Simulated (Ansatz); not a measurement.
**MgO (model structure, started from the WC type, P-6m2, No. 187, 2 atoms in the cell)**

Method: PBEsol (plane waves, PAW; Ansatz, a program for electronic structure).

Numerical settings: plane-wave cutoff 500 eV, 18×18×14 k mesh (along the axes of the cell as run), Fermi–Dirac smearing 0.05 eV, scalar-relativistic PAW data made under PBE.

Cell (relaxed at this level):

```xyz
2
Lattice="2.9091 0.0000 0.0000 -1.4546 2.5194 0.0000 0.0000 0.0000 2.6573" Properties=species:S:1:pos:R:3 pbc="T T T"
Mg     0.0000     0.0000     0.0000
O      1.4546     0.8398     1.3286
```

| Property | Result |
|---|---|
| band gap | 3.14 eV (on the SCF k mesh) |

Note: the relaxation could raise the start's symmetry but not lower it, so the cell can be a saddle point.

Computed values are for the static lattice.

A model structure was made by putting elements into a prototype or built by hand; it is no filed structure, need not be a known phase, and can be a saddle point held by its symmetry.
